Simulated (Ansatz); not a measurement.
The structure below was relaxed with DFT with PBEsol, PAW potentials and a 420 eV plane-wave cutoff in Ansatz (a first-principles code), without spin-orbit coupling, at pressure 1.5 GPa.

```
MgH2
1.0
    4.43529     0.00000     0.00000
    0.00000     5.33272     0.00000
    0.00000     0.00000     4.84944
Mg H
4 8
Cartesian
  2.21764   4.41592   3.63708
  2.21764   0.91680   1.21236
  0.00000   3.58317   1.21236
  0.00000   1.74956   3.63708
  3.24385   4.78198   2.04848
  1.19143   0.55074   2.80097
  3.40908   3.21710   4.47320
  1.02621   2.11562   0.37624
  1.02621   3.21710   2.80097
  3.40908   2.11562   2.04848
  1.19143   4.78198   0.37624
  3.24385   0.55074   4.47320
```

Task: Find the space group and the Wyckoff positions.

Result: Space group Pbcn (No. 60); a = 4.4353 Å, b = 5.3327 Å, c = 4.8494 Å, α = β = γ = 90.00°

```tsv
atom	site	symmetry	x	y	z
Mg	4c	.2.	0.0000	0.6719	0.2500
H	8d	1	0.2314	0.3967	0.0776
```

Load acts through the strain it causes; cell and atoms are relaxed under it. No phonon test of stability was made. The cell was made from MgH2 (space group Pbcn, No. 60; a cell from a computed database, its experimental status unchecked) by this change: pressure 1.5 GPa.
